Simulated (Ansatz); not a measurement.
For 1T (CdI2-type) Sc2C (cell taken from a computed entry), LDA (Ansatz, an electronic-structure program, PAW) gives:

| Item | Result |
|---|---|
| lattice parameter a | 3.252 Å |
| c axis length | 5.570 Å |

Q: What does r²SCAN+rVV10 (PAW; Ansatz) give for the same quantities?

A: 
- lattice constant a: 3.316 Å (goes up by 2.0 %)
- lattice parameter c: 5.639 Å (goes up by 1.2 %)

Changes are worked out from the printed values.

Unless a cell is named, each level is at its own relaxed cell (LDA 17.01, r²SCAN+rVV10 17.90 Å³/atom).

Caveats: LDA has no dispersion term either, though it tends to give short spacings of layers, chains or molecules (LDA); the relaxation could not lower the start's symmetry, so the cell can be a saddle point above a distorted one (LDA, r²SCAN+rVV10). Ansatz's density-functional and Hartree–Fock values are scalar-relativistic unless marked +SOC, with PAW data made under PBE.
